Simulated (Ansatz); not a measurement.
Base system: WSe$_{2}$ in the 2H-MoS2 type structure (space group P6_3/mmc, No. 194; layered, stacked along the Cartesian z axis).

```yaml
crystal:
  lattice:
    - [3.29989, 0.00000, 0.00000]
    - [-1.64994, 2.85779, 0.00000]
    - [0.00000, 0.00000, 13.15129]
  atoms:
    - { symbol: W, position: [0.33333, 0.66667, 0.25000] }
    - { symbol: W, position: [0.66667, 0.33333, 0.75000] }
    - { symbol: Se, position: [0.33333, 0.66667, 0.62336] }
    - { symbol: Se, position: [0.66667, 0.33333, 0.12336] }
    - { symbol: Se, position: [0.66667, 0.33333, 0.37664] }
    - { symbol: Se, position: [0.33333, 0.66667, 0.87664] }
```

Cartesian axes are those of the cell as printed.

Computed with r2SCAN+rVV10/PAW in Ansatz (a first-principles code), no spin-orbit coupling.

It is then changed as follows: uniaxial strain ε_zz = −3.22 %, all other strain components held at zero; the atoms relax in the strained cell.

Q: Predict the stress tensor and what it implies for the stiffness.

A: Stress of the strained cell less that of the base (GPa, compression positive):
```
   0.49    0.00    0.00
   0.00    0.49    0.00
   0.00    0.00    2.13
```

Then −Δσ_ii/ε with ε = -0.0322 gives secant stiffness values (nonlinear terms included at this strain): C33 ≈ 66 GPa, C13 ≈ 15 GPa and C23 ≈ 15 GPa.

Whether these cells are dynamically stable was not tested.
